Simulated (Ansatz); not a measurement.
SrO under load (space group Fm-3m), Ansatz (a quantum-chemistry and plane-wave program) with PBE, rigid bands. Condition of this run: hydrostatic pressure of -3.6 GPa (compression positive) (the target of the relaxation). Band gap 3.33 eV, N_c = 3.52e19 cm⁻³ and N_v = 2.58e20 cm⁻³ at 300 K, conductivity masses of 0.531 mₑ (electrons) and 1.43 mₑ (holes). Take k_BT = 0.02585 eV.

A film of it is 8 nm thick. Estimate the confinement energies in an infinite well.

ħ²π²/(2m t²) = 0.376 eV·nm²/(m/mₑ × t²) gives 11.1 meV for electrons and 4.11 meV for holes, so the gap would widen to about 3.35 eV. Finite barriers and nonparabolic bands lower this, and with several valleys or bands the heaviest mass along the normal sets the lowest level, not this average.

Find the intrinsic carrier density and the intrinsic Fermi level.

n_i = √(N_c N_v) exp(−E_g/2k_BT) = 9.53e19 × exp(−64.41) = 1.0e-8 cm⁻³. The level lies (k_BT/2) ln(N_v/N_c) = 26 meV from mid-gap (positive towards the conduction band). Each 0.1 eV added to the gap lowers n_i by a factor of 6.9.

What thermal injection velocity √(2k_BT/πm) limits a ballistic channel?

7.38e6 cm/s for electrons and 4.50e6 cm/s for holes, a ratio of √(m_h/m_e) = 1.64, for dilute carriers.

Rigid bands with the computed gap; masses take one relaxation time for all states. Spin-orbit coupling is left out; where it splits the top of the valence band, N_v and the p-type Seebeck coefficient come out somewhat high without it. Geometry: cell and atoms relaxed with PBEsol.
